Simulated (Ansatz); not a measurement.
We consider fluorite PtAl₂, described by r²SCAN+SOC (Ansatz, a first-principles code, PAW).

Settings: plane-wave cutoff 560 eV, 16×16×16 k mesh, Fermi–Dirac smearing 0.05 eV, PAW data made under PBE.

Cell (relaxed at this level):

```cif
data_Al8Pt4
_chemical_formula_sum 'Al8 Pt4'
_space_group_name_H-M_alt 'Fm-3m'
_space_group_IT_number 225
_space_group_name_Hall '-F 4 2 3'
_cell_length_a 5.89587
_cell_length_b 5.89587
_cell_length_c 5.89587
_cell_angle_alpha 90.000
_cell_angle_beta 90.000
_cell_angle_gamma 90.000
loop_
_atom_site_label
_atom_site_type_symbol
_atom_site_symmetry_multiplicity
_atom_site_Wyckoff_symbol
_atom_site_fract_x
_atom_site_fract_y
_atom_site_fract_z
_atom_site_occupancy
Al1 Al 8 c 0.25000 0.25000 0.25000 1
Pt1 Pt 4 a 0.00000 0.00000 0.00000 1
```
(The calculation used a cell of 3 atoms; values per cell refer to that cell.)

### Question
Give the computed bulk modulus B0 and pressure derivative B′ of the bulk modulus.

### Answer

* **bulk modulus B0**: 143 GPa
* **pressure derivative B′ of the bulk modulus**: 4.4

The run finds no gap.

Static lattice: no zero-point or thermal effects.
